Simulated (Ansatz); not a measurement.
Take MgO in the rock salt structure (space group Fm-3m, No. 225; a = 4.2537 Å) as the base.

The change: a hydrostatic pressure of 15 GPa.

Levels (all Ansatz, an electronic-structure program, PAW): PBE (420 eV, spin-orbit coupling left out); r2SCAN (500 eV, scalar-relativistic without spin-orbit coupling).

The geometry is relaxed with PBE.

| Item | Result |
|---|---|
| PBE hole mass | 0.41, 2.1, 2.1 mₑ (at Γ) |
| PBE width of the top valence band | 1.87 eV |
| PBE band gap | 5.30 eV |
| PBE pressure | 14.99 GPa |

**Question.** What does r2SCAN give at this geometry for the hole mass, width of the top valence band, band gap and pressure?

**Answer.** The hole mass (degenerate bands, along [100]) becomes 0.43, 2.0, 2.0 mₑ (at Γ) (PBE: 0.41, 2.1, 2.1 mₑ (at Γ)); the width of the top valence band is nearly the same (1.87 eV against 1.88 eV); the band gap grows by 0.909 eV, from 5.30 eV to 6.20 eV; the pressure falls by 5.85 GPa, from 14.99 GPa to 9.14 GPa.

Single points use the geometry relaxed with PBE. Their cutoffs differ, which shifts pressures a little. Load acts through the strain it causes; cell and atoms are relaxed under it. Effective masses come from finite differences of ±0.01 Å⁻¹. Stability against distortions was not tested. Competing high-pressure phases were not computed.
